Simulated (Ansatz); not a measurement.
**Worked example: self-consistent single point of Ba₂BiSb₂ (Immm, 5 atoms in the cell) in Ansatz (a program for electronic structure)**

Computed with PBEsol, default PAW files made with PBE (plane waves; Ansatz).

This input was run:

Ansatz 0.2 input:
```yaml
# Ba2BiSb2
crystal:
  lattice:
    - [-2.40130000, 3.84390000, 4.95000000]
    - [2.40130000, -3.84390000, 4.95000000]
    - [2.40130000, 3.84390000, -4.95000000]
  atoms:
    - { symbol: Bi, position: [0.00000000, 0.00000000, 0.00000000] }
    - { symbol: Ba, position: [0.72021000, 0.22021000, 0.50000000] }
    - { symbol: Ba, position: [0.27979000, 0.77979000, 0.50000000] }
    - { symbol: Sb, position: [0.70160000, 0.50000000, 0.20160000] }
    - { symbol: Sb, position: [0.29840000, 0.50000000, 0.79840000] }
kpoints:
  mp_grid: { grid: [7, 7, 7] }
hamiltonian:
  xc: pbesol
  pseudopotentials: { kind: paw }
scf:
  occupations: { method: gaussian, width: 0.0073 Ry }
output:
  forces: true
  eigenvalues: true
  stress: true
```

Output (repeated stretches shortened):

```
WARN basis.ecutwfc = 420 eV, the default
WARN ansatz: RAYON_NUM_THREADS=1 ignored (pool sized by the plan → 1); use --threads N
Pseudopotentials: kind: paw
Pseudopotential: Bi, paw, valence charge 15
Pseudopotential: Ba, paw, valence charge 10
Pseudopotential: Sb, paw, valence charge 15
Crystal: 5 atoms, lattice volume = 182.761 Å³
Basis set: ecut = 420 eV, 3545 PW (Γ), exchange–correlation on 90×90×90 points (8 copies of the dense FFT grid, shifted against one another)
Bands: 39, of which v1, the nominal top of the filled ones, is band 33 counted from 1 (32 counted from 0)
Symmetry: 8 space group operations
Space group: Immm (ITA 71), of the structure as read, at distance tolerance 5.7e-5 Å
k-points: 64 of 343
PAW frozen core: Bi, regenerated for the run's functional, and the local potential with it
PAW frozen core: Ba, regenerated for the run's functional, and the local potential with it
PAW frozen core: Sb, regenerated for the run's functional, and the local potential with it
Initial density: superposition of atomic densities (neutral atoms: chi_scale 0, normalization atom), corrected by the library's trained network
Initial wavefunctions: pseudopotential atomic-orbital guess
Eigensolver: davidson
Functional: x = pbesol(κ = 0.804, μ = 0.12345679012345678), c = pbesol(β = 0.046)
SCF iter   1: F=—  HF=-36787.798105 eV  |F-HF|=—  |Δ(HF+E_count)|=         —  Δρ=2.41e-3  dr2=1.28e-2  ethr=1.77e-3  ⟨swp⟩=10.0  Hψ=12410  notcnv=0
all-band conjugate gradients solve this SCF's bands
preconditioner: auto → Kerker (q_TF=auto, 2.296 Å⁻¹)
SCF iter   2: F=—  HF=-36787.793910 eV  |F-HF|=—  |Δ(HF+E_count)|=   4.19e-3  Δρ=1.61e-3  dr2=5.88e-3  ethr=1.97e-5  ⟨swp⟩=2.6  Hψ=4930  notcnv=0  defer=2
SCF iter   3: F=—  HF=-36787.793371 eV  |F-HF|=—  |Δ(HF+E_count)|=   5.39e-4  Δρ=6.84e-4  dr2=5.53e-4  ethr=9.04e-6  ⟨swp⟩=2.0  Hψ=4467  notcnv=0  defer=2
SCF iter   4: F=—  HF=-36787.793047 eV  |F-HF|=—  |Δ(HF+E_count)|=   3.24e-4  Δρ=2.28e-4  dr2=1.31e-4  ethr=8.50e-7  ⟨swp⟩=2.0  Hψ=4464  notcnv=0  defer=2
SCF iter   5: F=—  HF=-36787.793035 eV  |F-HF|=—  |Δ(HF+E_count)|=   1.23e-5  Δρ=5.32e-5  dr2=1.19e-5  ethr=2.02e-7  ⟨swp⟩=2.8  Hψ=4176  notcnv=0  defer=2
SCF iter   6: F=—  HF=-36787.792990 eV  |F-HF|=—  |Δ(HF+E_count)|=   4.45e-5  Δρ=2.36e-5  dr2=1.17e-6  ethr=1.83e-8  ⟨swp⟩=2.0  Hψ=3100  notcnv=0  defer=2
SCF iter   7: F=-36787.792990 eV  HF=-36787.792990 eV  |F-HF|=4.04e-8  |Δ(HF+E_count)|=   2.15e-7  Δρ=5.36e-6  dr2=7.04e-8  ethr=1.54e-10  ⟨swp⟩=9.9  Hψ=14452  notcnv=0
SCF 1 converged in 7 iterations: F = -36787.792990 eV  dr2 = 7.04e-8
SCF converged after 7 iterations
Free energy (F): -36787.792990 eV
Harris-Foulkes:  -36787.792990 eV  (|F-HF|=4.04e-8)
Internal energy: -36787.780857 eV  (E = F + TS)
E sigma→0 (E₀):  -36787.786924 eV
Entropy (-TS):   -0.012133 eV (-2.427 meV/atom)
Fermi energy:    9.007230 eV
--- Per-component energies (eV) ---
  E_band       = -552.098827
  E_kinetic    = 1056.081845
  E_local      = -5813.345795  (includes V_loc(G=0)·N_el)
  E_nonlocal   = 1406.541793
  E_hartree    = 2379.993491
  E_xc         = -759.605113
  E_vxc        = -609.589689  (∫ρ·V_xc dr)
  E_paw        = -29791.038931  (= ΣΔE_a)
  E_vpaw       = -1351.781914  (= ΣTr[D̂ρ^β])
  E_aug_tail   = -0.000469  (compensation charges beyond the density's cutoff)
  E_ewald      = -5267.464011
  E_core_change = 1.056333  (= ΣΔE_core)
  E_smearing   = -0.012133  (= −TS)
  E_closure    = 0.000000  (closes the sum)
  Σ components = -36787.792990   (vs F -36787.792990, Δ=0.00e0)
--- Forces (eV/Å), atoms counted from 1 ---
  atom   1  Bi     0.00000000     0.00000000     0.00000000
  atom   2  Ba     0.00000000     0.00000000    -0.02958144
  atom   3  Ba     0.00000000     0.00000000     0.02958144
  atom   4  Sb     0.00000000     0.03083055     0.00000000
  atom   5  Sb     0.00000000    -0.03083055     0.00000000
  max |Σ_I F_I| component: 3.47e-18 eV/Å
--- Stress (GPa, compression-positive) ---
       -1.230337       0.000000       0.000000
        0.000000      -1.950576       0.000000
        0.000000       0.000000      -0.156721
  P = ⅓ Tr σ = -1.1125 GPa (-11.125 kbar)
  The stress holds the Pulay correction. Without it, at fixed plane waves, as pw.x and ABINIT print it: P = -1.1286 GPa
--- Band table (eV; the first three rows and the last of 64) ---
  k-point 0: bands = ["-19.4074", "-19.3697", "-19.3430", "-19.3270", "-19.3092", "-19.2747", "-19.2157", "-19.2126", "-19.2036", "-19.1941", "-18.8143", "-18.7720", "-13.5252", "-13.5228", "-13.3879", "-13.3780", "-13.3310", "-4.2649", "-4.1980", [...]
  k-point 1: bands = ["-19.4071", "-19.3703", "-19.3430", "-19.3271", "-19.3079", "-19.2750", "-19.2168", "-19.2127", "-19.2033", "-19.1942", "-18.8103", "-18.7730", "-13.5245", "-13.5236", "-13.3879", "-13.3779", "-13.3306", "-4.2650", "-4.1697", [...]
  k-point 2: bands = ["-19.4064", "-19.3713", "-19.3431", "-19.3273", "-19.3047", "-19.2760", "-19.2192", "-19.2129", "-19.2027", "-19.1944", "-18.8013", "-18.7752", "-13.5253", "-13.5229", "-13.3880", "-13.3778", "-13.3296", "-4.2659", "-4.2010", [...]
  k-point 63: bands = ["-19.4080", "-19.3702", "-19.3430", "-19.3269", "-19.3017", "-19.2748", "-19.2168", "-19.2128", "-19.2037", "-19.1941", "-18.7991", "-18.7895", "-13.5242", "-13.5236", "-13.3879", "-13.3778", "-13.3305", "-4.5144", "-4.2718", [...]
```

The run converged in 7 iterations.

The starting cell comes from a database of published, mostly measured structures (it also holds non-ambient and calculated ones), without a prior relaxation at this level. Spin-orbit coupling is off. Ansatz's pressure includes its estimate of the finite-basis (Pulay) stress.
